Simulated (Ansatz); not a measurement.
The reference is Ti3Al (space group P6_3/mmc, No. 194; a = 5.755 Å, c = 4.655 Å). Axes: x lies along a and z along c of the hexagonal cell.

Computed with PBE (Ansatz, a program for electronic structure, PAW, without spin-orbit coupling), earlier PAW set.

Strains are applied to the cell and any free atomic positions relax; under biaxial strain the out-of-plane vector relaxes too.

One change was made to it. Results:

The pressure (mean of the normal stresses, compression positive) goes from zero to -1.9 GPa; the energy increases by 3.8 meV/atom; the shortest interatomic distance grows by 0.016 Å to 2.840 Å.

**Question.** What was done to the base?
A) biaxial strain +1.27 %, plane normal [001], relaxed out of plane
B) isotropic strain −0.77 %
C) isotropic strain −0.60 %
D) isotropic strain +5.76 %

**Answer.** A, biaxial strain +1.27 %, plane normal [001], relaxed out of plane. For comparison, the pressure in the other runs: isotropic strain +5.76 % gives -13.9 GPa; isotropic strain −0.60 % gives 2.1 GPa; isotropic strain −0.77 % gives 2.8 GPa.

Stability against distortions was not tested. The final runs are not spin-polarised.
